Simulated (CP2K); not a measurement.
## A self-consistent single point of K3Ga (I4/mmm, 4 atoms in the cell) with CP2K

Level of theory: LDA (Pade form), GPW, DZVP-MOLOPT-SR-GTH basis, GTH-PADE potentials (GTH_POTENTIALS) (CP2K).

This input was run:

```
&GLOBAL
  PROJECT bulk
  RUN_TYPE ENERGY_FORCE
  PRINT_LEVEL LOW
&END GLOBAL
&FORCE_EVAL
  METHOD Quickstep
  STRESS_TENSOR ANALYTICAL
  &DFT
    BASIS_SET_FILE_NAME BASIS_MOLOPT
    POTENTIAL_FILE_NAME GTH_POTENTIALS
    &QS
      METHOD GPW
      EPS_DEFAULT 1E-10
    &END QS
    &MGRID
      CUTOFF 600
      REL_CUTOFF 40
      NGRIDS 5
    &END MGRID
    &SCF
      SCF_GUESS ATOMIC
      EPS_SCF 1E-7
      MAX_SCF 100
      ADDED_MOS 8
      &DIAGONALIZATION
        ALGORITHM STANDARD
      &END DIAGONALIZATION
      &MIXING
        METHOD BROYDEN_MIXING
        ALPHA 0.3
        NBUFFER 8
      &END MIXING
      &SMEAR ON
        METHOD GAUSSIAN
        SIGMA [eV] 0.272
      &END SMEAR
    &END SCF
    &KPOINTS
      SCHEME MONKHORST-PACK 6 6 6
      GAMMA_CENTERED T
    &END KPOINTS
    &XC
      &XC_FUNCTIONAL PADE
      &END XC_FUNCTIONAL
    &END XC
    &PRINT
      &MO
        EIGENVALUES T
        OCCUPATION_NUMBERS T
        NDIGITS 8
        FILENAME mo
        &EACH
          QS_SCF 0
        &END EACH
        ADD_LAST NUMERIC
      &END MO
      &MULLIKEN OFF
      &END MULLIKEN
    &END PRINT
  &END DFT
  &SUBSYS
    &CELL
      A 6.90952000 0.00000000 0.00000000
      B 2.17506800 6.55824300 0.00000000
      C -4.54229400 -3.27912100 4.04430400
      PERIODIC XYZ
    &END CELL
    &COORD
      SCALED
      K        0.75000000     0.25000000     0.50000000
      K        0.25000000     0.75000000     0.50000000
      K        0.50000000     0.50000000     0.00000000
      Ga       0.00000000     0.00000000     0.00000000
    &END COORD
    &KIND K
      BASIS_SET DZVP-MOLOPT-SR-GTH-q9
      POTENTIAL GTH-PADE-q9
    &END KIND
    &KIND Ga
      BASIS_SET DZVP-MOLOPT-SR-GTH-q13
      POTENTIAL GTH-PADE-q13
    &END KIND
  &END SUBSYS
  &PRINT
    &FORCES ON
    &END FORCES
    &STRESS_TENSOR ON
    &END STRESS_TENSOR
  &END PRINT
&END FORCE_EVAL
```

The program printed (abridged):

```
 GLOBAL| Method name                                                        CP2K
 GLOBAL| Project name                                                       bulk
 GLOBAL| Run type                                                   ENERGY_FORCE

 TOTAL NUMBERS AND MAXIMUM NUMBERS

  Total number of            - Atomic kinds:                                   2
                             - Atoms:                                          4
                             - Shell sets:                                     4
                             - Shells:                                        25
                             - Primitive Cartesian functions:                 24
                             - Cartesian basis functions:                     75
                             - Spherical basis functions:                     67

  Maximum angular momentum of- Orbital basis functions:                        3
                             - Local part of the GTH pseudopotential:          2
                             - Non-local part of the GTH pseudopotential:      4

 SCF PARAMETERS         Density guess:                                    ATOMIC
                        max_scf:                                             100
                        max_diis:                                              4
                        eps_scf:                                        1.00E-07
                        eps_diis:                                       1.00E-01
                        eps_eigval:                                     1.00E-05
                        level_shift [a.u.]:                             0.000000
                        added MOs                                         8    0
                        Mixing method:                            BROYDEN_MIXING
                                                charge density mixing in g-space
                        Smear method:                                   GAUSSIAN
                        Smearing width (sigma) [a.u.]:                  1.00E-02
                        Accuracy threshold:                             1.00E-10
                        No outer SCF

 Extrapolation method: initial_guess

 Number of electrons:                                                         40
 Number of occupied orbitals:                                                 20
 Number of molecular orbitals:                                                28

 Number of orbital functions:                                                 67
 Number of independent orbital functions:                                     67

 SCF WAVEFUNCTION OPTIMIZATION

  Step     Update method      Time    Convergence         Total energy    Change
     1 NoMix/Diag. 0.30E+00      -     0.70081884      -159.4077940615 -1.59E+02
     2 Broy./Diag. 0.30E+00      -     0.04938693      -159.6193947470 -2.12E-01
     3 Broy./Diag. 0.30E+00      -     0.05939213      -159.3592162058  2.60E-01
     4 Broy./Diag. 0.30E+00      -     0.00868078      -159.2362063337  1.23E-01
     5 Broy./Diag. 0.30E+00      -     0.00109731      -159.2225997920  1.36E-02
     6 Broy./Diag. 0.30E+00      -     0.00052921      -159.2282609644 -5.66E-03
     7 Broy./Diag. 0.30E+00      -     0.00009822      -159.2332691843 -5.01E-03
   [... 2 lines left out ...]
    10 Broy./Diag. 0.30E+00      -     0.00000508      -159.2338386893  1.08E-04
    11 Broy./Diag. 0.30E+00      -     0.00000118      -159.2338201135  1.86E-05
    12 Broy./Diag. 0.30E+00      -     0.00000012      -159.2338203933 -2.80E-07
    13 Broy./Diag. 0.30E+00      -     0.00000014      -159.2338215950 -1.20E-06
    14 Broy./Diag. 0.30E+00      -     3.0076E-09      -159.2338220145 -4.19E-07

  *** SCF run converged in    14 steps ***

  Electronic density on regular grids:        -39.9999999637        0.0000000363
  Core density on regular grids:               39.9999999972       -0.0000000028
  Total charge density on r-space grids:        0.0000000335
  Total charge density g-space grids:           0.0000000335

  Overlap energy of the core charge distribution:               0.00000000000000
  Self energy of the core charge distribution:               -268.66650398178484
  Core Hamiltonian energy:                                     68.90918688072271
  Hartree energy:                                              63.02942022711232
  Exchange-correlation energy:                                -22.50021256977616
  Smearing free energy correction:                             -0.00571257072514
  Fermi energy:                                                 0.08522536899239

  Total energy:                                              -159.23382201445318
  Total energy (extrapolated to sigma->0):                   -159.23096572909060

 ENERGY| Total FORCE_EVAL ( QS ) energy [hartree]           -159.233822008571821

 FORCES| Atomic forces [hartree/bohr]
 FORCES|   Atom     x               y               z               |f|
 FORCES|      1  1.08027308E-09 -5.06783400E-09  1.84177543E-08   1.91327887E-08
 FORCES|      2 -1.08001740E-09  5.06780236E-09 -1.84177416E-08   1.91327537E-08
 FORCES|      3 -5.92981330E-13 -3.45164886E-13 -4.59790307E-15   6.86139050E-13
 FORCES|      4  4.80055916E-14 -2.39240057E-15 -5.07617396E-14   6.99071857E-14
 FORCES| Sum    -2.89294082E-13 -3.79194401E-13 -4.26084284E-14
 FORCES| Total atomic force                                       4.78847510E-13

 STRESS| Analytical stress tensor [bar]
 STRESS|                        x                   y                   z
 STRESS|      x       -7.68000469775E+03  -5.68764339606E+02  -3.02145054148E+00
 STRESS|      y       -5.68764339606E+02  -7.30285446623E+03  -2.18311536669E+00
 STRESS|      z       -3.02145054148E+00  -2.18311536669E+00  -6.89482257295E+03
 STRESS| 1/3 Trace                                            -7.29256057898E+03
```

The run converged in 14 iterations.

The starting cell comes from a database of computed structures (which also holds hypothetical and non-ambient phases and stackings), without a prior relaxation at this level. Its lattice was rescaled by a random factor within 2.5 % of one. Values carry the incompleteness of an atom-centred basis.

Cost on one core of a shared machine: roughly 70 s.
